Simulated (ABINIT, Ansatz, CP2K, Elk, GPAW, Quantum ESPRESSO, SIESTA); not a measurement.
**Code comparison for Sr3SbN (Pm-3m, 5 atoms in the cell)**

Self-consistent single point.

```
Sr3SbN
1.0
    5.19497     0.00000     0.00000
    0.00000     5.19497     0.00000
    0.00000     0.00000     5.19497
Sr Sb N
3 1 1
Direct
  0.00000   0.50000   0.50000
  0.50000   0.00000   0.50000
  0.50000   0.50000   0.00000
  0.00000   0.00000   0.00000
  0.50000   0.50000   0.50000
```

Shared settings, as Ansatz (a first-principles code) writes them: kpoints.mp_grid.grid = 5 5 5; scf.occupations.method = fermi_dirac; scf.occupations.width = 0.02 eV. Potentials and cutoffs stand in the table.

| code | model | pressure (GPa) | gap on the mesh (eV) | cutoff |
|---|---|---|---|---|
| ABINIT | LDA (PW92), norm-conserving pseudopotentials (PseudoDojo nc-sr-04 LDA standard) | -3.46 | 0.252 | 42 Ha |
| CP2K | LDA (Pade form), GPW, DZVP-MOLOPT-SR-GTH basis, GTH-PADE potentials (GTH_POTENTIALS) | -2.75 | 0.235 | grid 500 Ry |
| Quantum ESPRESSO | LDA (PZ), GBRV 1.5 ultrasoft (LDA) pseudopotentials | -3.45 | 0.255 | 40 Ry |
| GPAW | LDA (Perdew-Wang 92), GPAW PAW datasets LDA (gpaw-data 1.0.1) | – | 0.274 | 900 eV |
| Elk | LDA (PW92), all-electron FP-LAPW, Elk's shipped species files, LAPW+lo basis | – | 0.248 | rgkmax 7.5 |
| SIESTA | LDA PW92, numerical atomic orbitals DZP, PseudoDojo LDA standard norm-conserving potentials (rewritten from UPF to PSML) | 0.77 | 0.588 | grid 350 Ry |
| Ansatz | LDA (PW92), PAW files made with PBE | -3.47 | 0.249 | default |

A dash marks a value that a program does not give, or that is left out as unsure.

Gaps are read on the mesh.

On Ansatz's run: spin-orbit coupling is off.

The spread over the programs that give each value: pressure within 4.24 GPa; gap on the mesh within 0.353 eV.

CP2K and SIESTA use small atom-centred bases, whose incompleteness enters pressures, forces and empty levels differently from a plane-wave cutoff. Elk treats all electrons, but the usual bases taken here (sphere radii, linearisation, local orbitals, empty states) were not tested for convergence, so the values are no reference for the others. Ansatz's pressure is given at a fixed set of plane waves, as the other plane-wave codes print theirs; with its correction for the finite basis it is -3.41 GPa. The pressure of GPAW is left out: its cutoff lies under the one at which its stress was checked. The same LDA comes in different parametrisations, which differ slightly. In the pressure, SIESTA (by 4.23) lies more than 1 GPa from the median of the plane-wave programs. In the gap, SIESTA (by 0.335) lies more than 0.12 eV from the median of the plane-wave programs.

The starting cell comes from a database of computed structures (which also holds hypothetical and non-ambient phases and stackings), without a prior relaxation at this level.

Keys are those of Ansatz 0.2.
